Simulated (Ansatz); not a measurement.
WS$_{2}$ (P6_3/mmc), Ansatz (a first-principles code) with PBEsol+D3BJ, rigid bands: N_c = 4.56e19 cm⁻³ at 300 K and an electron conductivity mass of 0.407 mₑ along z (a = (3.11, 0.00, 0.00) Å; b = (-1.56, 2.70, 0.00) Å; c = (0.00, 0.00, 11.77) Å).

### Question
For 1e16 electrons per cm³ at 300 K, place the Fermi level, estimate the Seebeck coefficient of a parabolic band with constant τ, and give mobility and conductivity for τ = 5 fs.

### Answer
The level lies k_BT ln(N_c/n) = 0.218 eV below the conduction-band minimum. S ≈ −(k_B/e)[ln(N_c/n) + 5/2] = -941 μV/K, against -938 μV/K from the full bands (mean over directions). μ = eτ/m = 21.6 cm²/(V·s) and σ = neμ = 0.0346 S/cm. τ is assumed, not computed.

Band transport and this doping are assumed; polarons and phonon drag are left out. Spin-orbit coupling is left out. Geometry: cell and atoms relaxed with PBEsol+D3(BJ).
